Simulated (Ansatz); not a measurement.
**What biaxial strain +0.50 %, plane normal [001], relaxed out of plane does to TiC**

Base system: TiC in the rock salt structure (space group Fm-3m, No. 225; a = 4.2934 Å; relaxed with 0.1 eV smearing). Axes: x, y, z lie along the cube axes.

Now apply this change: tensile biaxial strain of 0.50 % in the plane normal to [001], as in epitaxy on a mismatched substrate; the out-of-plane cell vector and the atoms relax.

Level of theory: plane-wave PAW DFT at the PBEsol level (Ansatz, a first-principles code, 420 eV), no spin-orbit coupling. k-mesh 23×23×23 (Γ-centred); smearing 0.1 eV (Fermi–Dirac).

The shortest interatomic distance drops by 0.005 Å (2.147 Å → 2.142 Å) and the energy goes up by 0.9 meV/atom. The pressure (mean of the normal stresses, compression positive) goes from zero to -2.0 GPa and the band gap stays zero. The out-of-plane strain is -0.22 % and the mean in-plane stress (compression positive) comes out as -3.0 GPa.

Final structure (turned so that z lies along the plane normal):

```xyz
2
Lattice="3.0510 0.0000 0.0000 0.0000 3.0510 0.0000 1.5255 -1.5255 2.1420" Properties=species:S:1:pos:R:3 pbc="T T T"
Ti     0.0000     0.0000     0.0000
C      1.5255     1.5255     0.0000
```

Cost of the whole job for the changed cell (relaxation, final SCF and bands): very roughly 80 core-seconds.

Whether these cells are dynamically stable was not tested. All final runs are without spin polarisation.
